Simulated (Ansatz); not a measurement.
## Pressure series in WSi2

Consider WSi$_{2}$ (space group I4/mmm, No. 139).

```
CELL_PARAMETERS angstrom
     -1.60615     1.60615     3.90288
      1.60615    -1.60615     3.90288
      1.60615     1.60615    -3.90288
ATOMIC_POSITIONS crystal
  W  0.00000 0.00000 0.00000
  Si 0.33486 0.33486 0.00000
  Si 0.66514 0.66514 0.00000
```

Cell and atoms are relaxed at each pressure.

Calculations: Ansatz (a quantum-chemistry and plane-wave program), r2SCAN, PAW, cutoff 500 eV, scalar-relativistic without spin-orbit coupling, earlier PAW set.

```tsv
change	shortest interatomic distance	c/a ratio
base	257.8 pm	2.430
pressure −2 GPa	258.2 pm	2.428
pressure −1 GPa	258.0 pm	2.429
pressure 1.8 GPa	257.4 pm	2.431
pressure 4.2 GPa	257.0 pm	2.434
pressure 9 GPa	256.2 pm	2.437
pressure 18 GPa	254.8 pm	2.444
pressure 30 GPa	252.6 pm	2.452
pressure 45 GPa	248.9 pm	2.461
pressure 60 GPa	245.6 pm	2.470
```

Load acts through the strain it causes; cell and atoms are relaxed under it. Stability against distortions was not tested. Competing high-pressure phases were not computed. The final runs are not spin-polarised.
